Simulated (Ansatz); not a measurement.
The reference is ZnO in the wurtzite structure (space group P6_3mc, No. 186; a = 3.280 Å, c = 5.294 Å).

The values are results of PBE, PAW, 420 eV (Ansatz, a quantum-chemistry and plane-wave program; no spin-orbit coupling), earlier PAW set, not measurements.

Its conduction minimum is a single valley at Γ with mass 0.14 mₑ.

Perturbation: electron doping at 7.0×10^21 cm⁻³ (0.345 per cell), with a uniform compensating background at fixed cell and a 300 K Fermi–Dirac width.

Question: Where would a parabolic band put the Fermi level, and where does the calculation put it?

Answer: k_F = (3π²n)^(1/3) = 0.592 Å⁻¹, so ħ²k_F²/2m = 9.8 eV above the band edge at zero temperature. The calculation gives 2.70 eV (to 0.05 eV): the band is strongly non-parabolic or higher valleys fill at this density.

Charged cell with a jellium background: band edges are those of the host's band count, energies are not comparable with the neutral cell, and many-body gap narrowing is missing. The levels and masses belong to the bands next to the band gap. Masses are band curvatures over ±0.01 Å⁻¹ around the edge. Stability against distortions was not tested.
